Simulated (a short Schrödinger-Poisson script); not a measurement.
System: symmetric double-gate stack, SiO2 on p-type Si(100), at 400 K.

```tsv
layer	material	thickness (nm)	Na (cm⁻³)
1	SiO2	2.7	-
2	Si	4	7e15
3	SiO2	2.7	-
```

Constants are typed, rounded textbook-type inputs, not results; the design itself was drawn at random and stands for no fabricated device. SiO2: permittivity 3.9, conduction-band edge (eV) 3.15, gap (eV) 9, electron mass (mₑ) 0.5. Si: permittivity 11.7, conduction-band edge (eV) 0, gap (eV) 1.124, Nv at 300 K (cm⁻³) 3.1e19.

Channel valleys (confinement mass, in-plane density-of-states mass, number): Δ2 0.916, 0.19, 2; Δ4 0.19, 0.417, 4. At the gates, both at one voltage, the conduction-band edge of layer 1 lies 3.64 eV − eVg above the Fermi level of the channel. Gaps are held at their typed values at every temperature. Mesh 0.03 nm at interfaces.

From a short Schrödinger-Poisson script (our own, NumPy): 1D Poisson equation in equilibrium, electrons quantum, Hartree (BenDaniel-Duke, 12 states a valley, the channel's in-plane mass for all, wave functions ending at the dielectric), parabolic valleys, classical holes, full ionisation, no traps, pinning or gate leakage.

### Question
List the lowest subbands of each valley and their electrons at Vg = 1.9 V.

### Answer
```csv
valley,subband,energy from the Fermi level (meV),electrons (cm⁻²),share (%)
Δ2,0,-52.9,9.47e12,50.1
Δ2,1,-3.7,4.10e12,21.7
Δ2,2,124.8,1.45e11,0.8
Δ4,0,49.1,5.17e12,27.4
Δ4,1,391.5,2.81e8,0.0
Δ4,2,1005.2,< 1e6,0.0
```

All electrons: 1.89e13 cm⁻².
